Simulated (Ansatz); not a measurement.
Consider BeSe in the zinc blende structure (space group F-43m, No. 216; a = 5.1289 Å). Axes: x, y, z lie along the cube axes.

Computed with PBEsol (Ansatz, a quantum-chemistry and plane-wave program), scalar-relativistic without spin-orbit coupling.

A first run, uniaxial strain ε_xx = +1.34 %, gives secant values C11 ≈ 130 GPa and C12 ≈ 51 GPa from its stress. A second run applies biaxial strain −1.41 %, plane normal [001], relaxed out of plane.

What does linear elasticity predict for −ε⊥/ε∥ in the second run, and what does the run give?

Linear elasticity: 2 C12/C11 = 0.78. The run gives 0.80; any difference comes from nonlinear terms at these strains and numerical noise.

Stability against distortions was not tested.
